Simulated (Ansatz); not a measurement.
Base system: AlN in the zinc blende structure (space group F-43m, No. 216; a = 4.3777 Å).

Computed with PBEsol (Ansatz, a program for electronic structure, PAW, no spin-orbit coupling).

Before the change:

The smallest direct gap comes out as 4.06 eV and the density is 3.25 g/cm³.

Modification: a negative pressure, −1 GPa.

Estimate the effect on the smallest direct gap and density.

The smallest direct gap shrinks by 0.044 eV, from 4.06 eV to 4.01 eV; the density shrinks by 0.02 g/cm³ (3.25 g/cm³ → 3.23 g/cm³).

Load acts through the strain it causes; cell and atoms are relaxed under it. Stability against distortions was not tested. This is not the structure that AlN has at room temperature and ambient pressure.
